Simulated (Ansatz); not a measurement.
# Worked example: self-consistent single point of Cs (Pm, 4 atoms in the cell) in Ansatz

Level of theory: LDA (PW92), default PAW files made with PBE (plane waves; Ansatz, a quantum-chemistry and plane-wave program).

Input as run:

Ansatz 0.2 input:
```yaml
# Cs
crystal:
  lattice:
    - [5.504516, 0.000000, 0.000000]
    - [0.000000, 9.952394, 0.000000]
    - [0.000000, 0.000000, 9.253125]
  atoms:
    - { symbol: Cs, position: [0.744453, 0.606990, 0.750000] }
    - { symbol: Cs, position: [0.264630, 0.393010, 0.250000] }
    - { symbol: Cs, position: [0.735370, 0.893010, 0.250000] }
    - { symbol: Cs, position: [0.264630, 0.106990, 0.750000] }
basis:
  ecutwfc: 420.0
kpoints:
  mp_grid: { grid: [5, 3, 3] }
hamiltonian:
  xc: lda
  pseudopotentials: { kind: paw }
scf:
  occupations: { method: fermi_dirac, width: 0.1 }
output:
  forces: true
  eigenvalues: true
  stress: true
```

The program printed (abridged):

```
WARN ansatz: RAYON_NUM_THREADS=1 ignored (pool sized by the plan → 1); use --threads N
Pseudopotentials: kind: paw
Pseudopotential: Cs, paw, valence charge 9
Crystal: 4 atoms, lattice volume = 506.915 Å³
Basis set: ecut = 420 eV, 9893 PW (Γ)
Bands: 22, of which v1, the nominal top of the filled ones, is band 18 counted from 1 (17 counted from 0)
Symmetry: 2 space group operations
Space group: Pm (ITA 6), of the structure as read, at distance tolerance 8.0e-5 Å
k-points: 16 of 45 (time reversal used)
PAW frozen core: Cs, regenerated for the run's functional, and the local potential with it
Initial density: superposition of atomic densities (neutral atoms: chi_scale 0, normalization atom), corrected by the library's trained network
Initial wavefunctions: pseudopotential atomic-orbital guess
Eigensolver: davidson
Functional: x = slater, c = lda
SCF iter   1: F=—  HF=-22019.366725 eV  |F-HF|=—  |Δ(HF+E_count)|=         —  Δρ=1.63e-3  dr2=8.34e-3  ethr=1.77e-3  ⟨swp⟩=6.8  Hψ=1705  notcnv=0
all-band conjugate gradients solve this SCF's bands
preconditioner: auto → Kerker (q_TF=auto, 1.756 Å⁻¹)
SCF iter   2: F=—  HF=-22019.362629 eV  |F-HF|=—  |Δ(HF+E_count)|=   4.10e-3  Δρ=8.97e-4  dr2=2.57e-3  ethr=2.32e-5  ⟨swp⟩=2.4  Hψ=776  notcnv=0
SCF iter   3: F=—  HF=-22019.362454 eV  |F-HF|=—  |Δ(HF+E_count)|=   1.75e-4  Δρ=1.43e-4  dr2=1.85e-4  ethr=7.15e-6  ⟨swp⟩=2.4  Hψ=636  notcnv=0
SCF iter   4: F=—  HF=-22019.362516 eV  |F-HF|=—  |Δ(HF+E_count)|=   6.20e-5  Δρ=5.78e-5  dr2=4.71e-5  ethr=5.14e-7  ⟨swp⟩=3.2  Hψ=726  notcnv=0
SCF iter   5: F=—  HF=-22019.362585 eV  |F-HF|=—  |Δ(HF+E_count)|=   6.86e-5  Δρ=2.16e-5  dr2=6.28e-6  ethr=1.31e-7  ⟨swp⟩=2.1  Hψ=417  notcnv=0
SCF iter   6: F=—  HF=-22019.362585 eV  |F-HF|=—  |Δ(HF+E_count)|=   3.02e-7  Δρ=4.45e-6  dr2=2.30e-7  ethr=1.75e-8  ⟨swp⟩=3.0  Hψ=701  notcnv=0
SCF iter   7: F=-22019.362585 eV  HF=-22019.362585 eV  |F-HF|=5.76e-9  |Δ(HF+E_count)|=   1.81e-7  Δρ=1.99e-6  dr2=3.89e-8  ethr=2.78e-10  ⟨swp⟩=6.4  Hψ=1549  notcnv=0
SCF 1 converged in 7 iterations: F = -22019.362585 eV  dr2 = 3.89e-8
SCF converged after 7 iterations
Free energy (F): -22019.362585 eV
Harris-Foulkes:  -22019.362585 eV  (|F-HF|=5.76e-9)
Internal energy: -22019.222450 eV  (E = F + TS)
E sigma→0 (E₀):  -22019.292518 eV
Entropy (-TS):   -0.140135 eV (-35.034 meV/atom)
Fermi energy:    1.619090 eV
--- Per-component energies (eV) ---
  E_band       = -392.050309
  E_kinetic    = 562.729857
  E_local      = -1658.863836  (includes V_loc(G=0)·N_el)
  E_nonlocal   = 130.654674
  E_hartree    = 581.713158
  E_xc         = -683.844197
  E_vxc        = -496.808303  (∫ρ·V_xc dr)
  E_paw        = -19611.890644  (= ΣΔE_a)
  E_vpaw       = -93.195217  (= ΣTr[D̂ρ^β])
  E_aug_tail   = -0.000005  (compensation charges beyond the density's cutoff)
  E_ewald      = -1340.803682
  E_core_change = 1.082225  (= ΣΔE_core)
  E_smearing   = -0.140135  (= −TS)
  E_closure    = 0.000000  (closes the sum)
  Σ components = -22019.362585   (vs F -22019.362585, Δ=0.00e0)
--- Forces (eV/Å), atoms counted from 1 ---
  atom   1  Cs     0.00890565    -0.01507861    -0.00000000
  atom   2  Cs    -0.00993052     0.01509863     0.00000000
  atom   3  Cs     0.01059747     0.01493123    -0.00000000
  atom   4  Cs    -0.00957203    -0.01495124     0.00000000
  max |Σ_I F_I| component: 5.74e-7 eV/Å
--- Stress (GPa, compression-positive) ---
       -0.412676      -0.001711       0.000000
       -0.001711      -0.441153       0.000000
        0.000000       0.000000      -0.417197
  P = ⅓ Tr σ = -0.4237 GPa (-4.237 kbar)
  The stress holds the Pulay correction. Without it, at fixed plane waves, as pw.x and ABINIT print it: P = -0.4239 GPa
--- Band table (eV; the first three rows and the last of 16) ---
  k-point 0: bands = ["-22.3456", "-22.3419", "-22.3417", "-22.3413", "-9.1230", "-9.1085", "-9.0973", "-9.0665", "-9.0611", "-9.0503", "-9.0417", "-9.0319", "-9.0287", "-9.0234", "-9.0224", "-9.0220", "0.0278", "1.5661", "1.6249", "1.8141", [...]
  k-point 1: bands = ["-22.3447", "-22.3428", "-22.3417", "-22.3414", "-9.1185", "-9.1147", "-9.0988", "-9.0505", "-9.0502", "-9.0493", "-9.0455", "-9.0364", "-9.0347", "-9.0273", "-9.0266", "-9.0246", "0.2859", "0.9633", "1.6774", "1.7809", [...]
  k-point 2: bands = ["-22.3448", "-22.3431", "-22.3415", "-22.3411", "-9.1141", "-9.0920", "-9.0913", "-9.0789", "-9.0587", "-9.0463", "-9.0408", "-9.0402", "-9.0348", "-9.0291", "-9.0269", "-9.0246", "0.2530", "0.8697", "1.8144", "2.3603", [...]
  k-point 15: bands = ["-22.3419", "-22.3413", "-22.3406", "-22.3403", "-9.1155", "-9.1126", "-9.1060", "-9.1024", "-9.0746", "-9.0705", "-9.0633", "-9.0576", "-9.0494", "-9.0406", "-9.0374", "-9.0371", "1.3550", "1.7659", "1.8564", "2.0761", [...]
```

The run converged in 7 iterations.

The starting cell comes from a database of computed structures (which also holds hypothetical and non-ambient phases and stackings), without a prior relaxation at this level. Its lattice was rescaled by up to half a per cent. One atom was moved a little off its site on purpose. Ansatz's pressure includes its estimate of the finite-basis (Pulay) stress.
